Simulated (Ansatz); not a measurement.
Method: PBE (plane waves to 420 eV, PAW; Ansatz, a program for electronic structure).

Plane-averaged electrostatic potential energy along the normal, in eV from the Fermi level, for the (111) surface of germanium, C on one of 1 surface atoms, Cl on every dangling bond (bottom of the slab: built like the top, H on every dangling bond, free):

```csv
z (Å),V (eV)
3.95,4.45
4.24,4.45
4.52,4.45
4.80,4.45
5.08,4.45
5.37,4.45
5.65,4.45
5.93,4.45
6.21,4.44
6.50,4.44
6.78,4.42
7.06,4.37
7.34,4.26
7.62,4.01
7.91,3.34
8.19,2.19
8.47,2.37
8.75,2.13
9.04,-0.09
9.32,-3.18
9.60,-5.92
9.88,-8.31
10.17,-9.31
10.45,-8.54
10.73,-6.24
11.01,-3.59
11.30,-0.64
11.58,1.66
11.86,2.20
12.14,1.25
12.43,-1.39
12.71,-4.23
12.99,-6.63
13.27,-8.55
13.56,-8.93
13.84,-7.64
14.12,-5.37
14.40,-2.72
14.69,0.22
14.97,2.06
15.25,2.25
15.53,0.91
15.81,-1.91
16.10,-4.66
16.38,-7.00
16.66,-8.68
16.94,-8.72
17.23,-7.11
17.51,-4.77
17.79,-2.02
18.07,0.85
18.36,2.32
18.64,2.26
18.92,0.71
19.20,-1.99
19.49,-4.33
19.77,-6.08
20.05,-7.64
20.33,-7.35
20.62,-3.79
20.90,0.24
21.18,1.98
21.46,0.99
21.75,-1.48
22.03,-2.83
22.31,-2.32
22.59,-0.14
22.87,2.79
23.16,4.35
23.44,4.87
23.72,5.05
24.00,5.12
24.29,5.15
24.57,5.16
24.85,5.16
25.13,5.16
25.42,5.16
25.70,5.16
25.98,5.16
26.26,5.16
26.55,5.16
```

Slab: 10 atoms, 14.2 Å thick at the start with caps and adatoms; k 8x8x1, smearing 0.025 eV, dipole-corrected; 2 atoms held, the rest relaxed; start symmetry kept, larger cells not searched; no spin (no spin-polarised run to compare, though such a face may carry moments), no spin-orbit, no U. The slab shows no gap on its mesh. In PBE it lies 0.74 eV a 1x1 cell over the lowest computed structure of the same composition (C on one of 1 atoms under the surface, Cl on every dangling bond).

Q: The surface cell has an area of 14.37 Å². What dipole along the normal does the step between the two vacuum levels imply?

A: the top vacuum level lies 0.71 eV above the bottom one; p = −ε₀ A ΔV (ε₀ = 0.005526 e/(V·Å)) gives -0.06 e·Å a cell.
